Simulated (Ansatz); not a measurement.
## Carrier properties of SiO2 under load (space group P4_2/mnm)

Given:

```
CELL_PARAMETERS angstrom
      4.06868     0.00000     0.00000
      0.00000     4.06868     0.00000
      0.00000     0.00000     2.67843
ATOMIC_POSITIONS crystal
  Si 0.00000 0.00000 0.00000
  Si 0.50000 0.50000 0.50000
  O  0.30369 0.30369 0.00000
  O  0.19631 0.80369 0.50000
  O  0.69631 0.69631 0.00000
  O  0.80369 0.19631 0.50000
```

All values below come from PBEsol, rigid bands (plane waves, PAW, scalar-relativistic; Ansatz, a quantum-chemistry and plane-wave program). Condition of this run: biaxial strain xx = yy = -3 %, z clamped. Geometry: cell and atoms relaxed with PBEsol, then loaded as said.

The band gap comes out as 6.26 eV. The electron conductivity mass (300 K, dilute) comes out as 0.65 (x), 0.65 (y), 0.36 (z) mₑ, the hole conductivity mass (300 K, dilute) is 1.09 (x), 1.09 (y), 1.45 (z) mₑ and the effective density of states N_c (300 K) comes out as 1.1e19 cm⁻³. The effective density of states N_v (300 K) comes out as 3.2e19 cm⁻³ and the density-of-states mass, electrons comes out as 0.58 mₑ. The density-of-states mass, holes is 1.18 mₑ and the Seebeck coefficient, n-type 1e19 cm⁻³, 300 K comes out as -265 μV/K. The best n-type power factor at 300 K for τ = 10 fs (best axis; densities from 1e16 to 1e21 cm⁻³ tried, whether or not they can be reached) is 10.7 μW/(cm·K²) at 1e20 cm⁻³ and the Seebeck coefficient, p-type 1e19 cm⁻³, 300 K comes out as 316 μV/K. The best p-type power factor at 300 K for τ = 10 fs (best axis; densities from 1e16 to 1e21 cm⁻³ tried, whether or not they can be reached) is 4.8 μW/(cm·K²) at 1e20 cm⁻³.

Rigid bands; masses and Seebeck coefficients take one relaxation time τ for all states and one kind of carrier; polarons and phonon drag are left out. Spin-orbit coupling is left out; where it splits the top of the valence band, N_v and the p-type Seebeck coefficient come out somewhat high without it.
